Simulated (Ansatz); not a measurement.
Ta: stress against strain

Ta (bcc, Im-3m, 17.681 Å³/atom at rest) under an equal strain ε in the (001) plane with the normal axis free, as in a coherent film. PBEsol in Ansatz, a plane-wave DFT program (PAW, default set), 420 eV, 28×28×28 Γ-centred mesh, Fermi-Dirac smearing 0.10 eV; ions are relaxed within the symmetry of each cell. Stress is positive for a compressed cell.

Here s stands for strain and y for stress xx.

| strain (%) | stress xx (GPa) |
|---|---|
| -1.50 | 4.03 |
| -1.00 | 2.64 |
| -0.50 | 1.29 |
| 0.00 | 0.00 |
| 0.50 | -1.23 |
| 1.00 | -2.41 |
| 1.50 | -3.51 |
| 3.00 | ? |

**Question.** Using a straight line, estimate the missing y at s = 3.00 from the other rows, showing the fit.

**Answer.** Means: s 0, y 0.116. About the means, the sum of products is -17.620 and the sum of squares of s is 7.0000; the slope is their ratio. Least squares gives y = 0.116 - 2.5171·s. Residuals (row less fit): 0.138, 0.007, -0.085, -0.116, -0.087, -0.009, 0.150; standard error 0.118 (degrees of freedom: 5). The slope gives the biaxial elastic modulus of this plane = 252 ± 4 GPa. At the withheld row, y = 0.116 - 2.5171 × 3.0 = -7.435 GPa. The calculation gives -6.13 GPa, 1.305 GPa above the prediction (12.8 % of the range of y in the table). The row lies outside the fitted rows, so this is an extrapolation. From the scatter of the fitted rows alone, a prediction at this place has a standard error of 0.184 GPa, so the miss is 7.1 times that.

One order more, fitted to all 13 runs of the series, follows each within 0.14, so the miss is the next term of a smooth law. In a metal these values are sensitive to mesh and smearing; energies are taken to zero smearing, stresses follow the free energy. Rows are the converged runs of the series near zero and its far end; series whose fitted rows scatter by over a few per cent of the range, as at a crossing or softening among them, aren't shown in this form. Most that stay on the fit to the last digits aren't either.
